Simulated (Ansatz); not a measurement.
For Y3Ge (model structure, started from the D03 type, Fm-3m, No. 225, 4 atoms in the cell), PBEsol (PAW; Ansatz, a program for electronic structure) gives:

```
Item                          Value
-------------------  --------------
lattice parameter a         7.352 Å
formation enthalpy   -0.146 eV/atom
```

### Question
What does PBE-D3(BJ) (PAW; Ansatz) give for the same quantities?

### Answer

- lattice constant a: 7.365 Å (goes up by 0.2 %)
- formation enthalpy: -0.149 eV/atom (moves by -0.003 eV/atom)

Changes are worked out from the printed values.

Unless a cell is named, each level is at its own relaxed cell (PBEsol 24.84, PBE-D3(BJ) 24.97 Å³/atom).

Ansatz's density-functional and Hartree–Fock values are scalar-relativistic unless marked +SOC, with PAW data made under PBE.

A model structure was made by putting elements into a prototype or built by hand; it is no filed structure, need not be a known phase, and can be a saddle point held by its symmetry.
